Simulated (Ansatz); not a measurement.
# V_Si+N_C (metastable 2H silicon carbide host)

Method: PBE, PAW (plane waves to 420 eV; Ansatz, a first-principles code). The supercell holds 96 host sites (3×2×2 repeats of the unit cell), with a 2×2×2 shifted k-point sampling for the final energies. Sites at the start: the Si site; C 1.89 Å away. Charged cells carry a point-charge image correction with potential alignment at far atoms. Dielectric constants: PBE linear response of the host. Host gap at this level: 2.31 eV. Finite-size and sampling errors can reach tenths of an eV here. The semilocal functional narrows the gap, so deep levels can fall outside it. Spin–orbit coupling is left out. Each state is the lowest found from its start.

Formation energies E_f are given with the Fermi level at the valence-band maximum. Chemical conditions: C-rich (Δμ(C) = 0.00 eV, Δμ(Si) = -0.40 eV, Δμ(N) = -1.56 eV, bounded by beta Si3N4; only phases computed here count, gases as isolated molecules at 0 K); Si-rich (Δμ(C) = -0.40 eV, Δμ(Si) = 0.00 eV, Δμ(N) = -1.86 eV, bounded by beta Si3N4; only phases computed here count, gases as isolated molecules at 0 K). Reference phases: C: graphite, N: N2 molecule in a box, Si: silicon.

| charge | moment (μB) | largest move off a lattice site (Å) | image correction with alignment (eV) | E_f, C-rich (eV) | E_f, Si-rich (eV) | above the lowest spin state (eV) |
|---|---|---|---|---|---|---|
| +1† | 0 in all, 0.23 on one atom | 0.25 | -0.10 | – | – | 0.00 |
| +1† | not spin-polarised | 0.26 | -0.10 | – | – | 0.02 |
| 0 | 1.0 | 0.26 | 0.00 | 5.77 | 6.07 | 0.00 |
| 0 | 1.0 | 0.26 | 0.00 | 5.77 | 6.07 | 0.00 |
| −1 | 2.0 | 0.28 | 0.41 | 6.50 | 6.80 | 0.00 |
| −1 | not spin-polarised | 0.29 | 0.41 | 6.67 | 6.97 | 0.16 |
| −2 | 1.0 | 0.29 | 1.17 | 8.09 | 8.39 | 0.00 |
| −2 | 1.0 | 0.29 | 1.17 | 8.09 | 8.39 | 0.00 |

† Not settled in this cell, so no level is given: charge +1: level within 0.1 eV of a band edge or past it.

Starting moments that weren't kept: charge +1 began with 2 μB and ended with 0.0; charge 0 began with 3 μB and ended with 1.0; charge −2 began with 3 μB and ended with 1.0.

Transition levels above the valence-band maximum: ε(0/−1) = 0.73 eV; ε(−1/−2) = 1.58 eV. On the lower envelope of the bound states, inside the gap: (0/−1) at 0.73 eV; (−1/−2) at 1.58 eV.

Flagged in the runs: a host whose relaxation on this sampling wasn't shown to rest.

All states together cost around 120 core-minutes (rough).
